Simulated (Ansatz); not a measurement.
The parent structure is BaTiO₃ in the cubic perovskite structure (space group Pm-3m, No. 221; a = 3.9699 Å). Axes: x, y, z lie along the cube axes.

Level of theory: PBEsol, PAW, 420 eV (Ansatz, a first-principles code; scalar-relativistic without spin-orbit coupling).

Modification: uniaxial stress, 3 GPa compression along z; all other stress components relax to zero.

Question: Estimate the effect on the strain response and energy relative to the base.

Answer: The strain response (xx, yy, zz) amounts to (+0.29, +0.29, −1.09) %; the energy increases by 1.2 meV/atom.

Beyond what the load breaks, stability against distortions was not tested. The final runs are not spin-polarised. Many cubic perovskites are stable only at high temperature; tilts and polar distortions were not tested. This is not the structure that BaTiO3 has at room temperature and ambient pressure.
